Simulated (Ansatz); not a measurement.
**What N on a Zr site (antisite), symmetric start does to ZrN**

Base system: a 16-atom supercell of ZrN in the rock salt structure (space group Fm-3m, No. 225; a = 4.553 Å) at its relaxed geometry.

The change: a neutral N on a Zr site (antisite), symmetric start, atoms relaxed at fixed cell.

Level of theory: PBEsol (Ansatz, a quantum-chemistry and plane-wave program; PAW; 420 eV plane waves; no SOC), earlier PAW set. Γ-centred 7×7×7 mesh, Fermi–Dirac width 0.05 eV.

```csv
quantity,base,changed,shift
pressure,0.0 GPa,-0.4 GPa,-0.4 GPa
energy gained by relaxation,–,0.40 eV,–
largest displacement of a host atom from its site in the perfect cell,–,0.12 Å,–
mean distance from the defect site to its nearest host atoms,2.28 Å,2.40 Å,+0.12 Å
```

Final structure:

```
CELL_PARAMETERS angstrom
      0.00000     4.55285     4.55285
      4.55285     0.00000     4.55285
      4.55285     4.55285     0.00000
ATOMIC_POSITIONS crystal
  N  0.00000 0.00000 0.00000
  N  0.98666 0.98666 0.51334
  N  0.98666 0.51334 0.98666
  N  0.98666 0.51334 0.51334
  N  0.51334 0.98666 0.98666
  N  0.51334 0.98666 0.51334
  N  0.51334 0.51334 0.98666
  N  0.50000 0.50000 0.50000
  N  0.25000 0.25000 0.25000
  Zr 0.25000 0.25000 0.75000
  Zr 0.25000 0.75000 0.25000
  Zr 0.25000 0.75000 0.75000
  Zr 0.75000 0.25000 0.25000
  Zr 0.75000 0.25000 0.75000
  Zr 0.75000 0.75000 0.25000
  Zr 0.75000 0.75000 0.75000
```

In so small a cell the defect repeats every few ångströms: this is an ordered compound, not a dilute defect. The defect started on the symmetric site and kept its symmetry, so it may sit on a saddle. All final runs are without spin polarisation. An odd electron count without spin: Zr7N9 and ZrN. The defect cell is not spin-polarised.
